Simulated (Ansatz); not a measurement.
## Effective masses and thermopower of InP under load (space group F-43m)

Data:

```
InP
1.0
    0.00000     2.91179     2.91179
    2.91179     0.00000     2.91179
    2.91179     2.91179     0.00000
In P
1 1
Direct
  0.00000   0.00000   0.00000
  0.25000   0.25000   0.25000
```

Calculation: PBE with spin-orbit coupling, rigid bands (plane waves, PAW; Ansatz, a program for electronic structure). Condition of this run: hydrostatic pressure of 2 GPa (compression positive) (the target of the relaxation). Cell: cell and atoms relaxed with PBEsol, then loaded as said.

band gap: 0.79 eV
electron conductivity mass (300 K, dilute): 0.075 mₑ
hole conductivity mass (300 K, dilute): 0.55 mₑ
effective density of states N_c (300 K): 4.6e17 cm⁻³
effective density of states N_v (300 K): 2.3e19 cm⁻³
density-of-states mass, electrons: 0.069 mₑ
density-of-states mass, holes: 0.94 mₑ
Seebeck coefficient, n-type 1e19 cm⁻³, 300 K: -52 μV/K
Seebeck coefficient, p-type 1e19 cm⁻³, 300 K: 317 μV/K
best p-type power factor at 300 K for τ = 10 fs (best axis; densities from 1e16 to 1e21 cm⁻³ tried, whether or not they can be reached): 13.5 μW/(cm·K²) at 3e20 cm⁻³

Rigid bands; masses and Seebeck coefficients take one relaxation time τ for all states and one kind of carrier; polarons and phonon drag are left out. Geometry: cell and atoms relaxed with PBEsol.
